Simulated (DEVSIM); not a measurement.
Device: abrupt Si n-p junction, at 300 K.

```csv
layer (left to right),material,thickness (μm),Nd (cm⁻³),Na (cm⁻³),τn (s),τp (s)
1,Si,33.0,3.2e18,-,5.2e-7,5.2e-7
2,Si,8.90,-,2.7e17,5.2e-7,5.2e-7
```

Left contact: ohmic. Right contact: ohmic. Voltage is applied to the left contact. Recombination: SRH at mid-gap, Auger. Mobility is μmin + (μ − μmin)/(1 + (N/Nref)^α).

This is a model device: material constants are rounded textbook-type values typed into the input, and sizes, dopings and lifetimes were drawn at random. Values at 300 K.

| parameter | Si |
|---|---|
| gap (eV) | 1.124 |
| affinity (eV) | 4.05 |
| permittivity | 11.7 |
| Nc (cm⁻³) | 2.86e19 |
| Nv (cm⁻³) | 3.1e19 |
| μn (cm²/Vs) | 1417 |
| μp (cm²/Vs) | 470 |
| μn,min | 52 |
| μp,min | 45 |
| Nref,n | 9.7e16 |
| Nref,p | 2.2e17 |
| αn | 0.68 |
| αp | 0.72 |
| Cn (cm⁶/s) | 2.8e-31 |
| Cp (cm⁶/s) | 9.9e-32 |

Model (solved in DEVSIM): 1D drift-diffusion, Boltzmann statistics, complete ionisation; no tunnelling, impact ionisation, image-force lowering or self-heating.

The doping Nd of layer 1 was swept, all else fixed.

| doping Nd of layer 1 (cm^-3) | dark forward voltage at 1 A/cm² (V) | potential step across the device at zero bias (V) | dark forward voltage at 100 A/cm² (V) | largest field in the device at zero bias (V/cm) |
|---|---|---|---|---|
| 9.6e16 | 0.698 | 0.854 | 0.841 | 130000 |
| 3.2e17 | 0.708 | 0.885 | 0.843 | 190000 |
| 9.6e17 | 0.712 | 0.914 | 0.841 | 240000 |
| 3.2e18 | 0.712 | 0.945 | 0.838 | 260000 |
| 9.6e18 | 0.713 | 0.973 | 0.837 | 290000 |

From the first row to the last the dark forward voltage at 1 A/cm² goes from 0.698 to 0.713. From the first row to the last the potential step across the device at zero bias goes from 0.854 to 0.973.
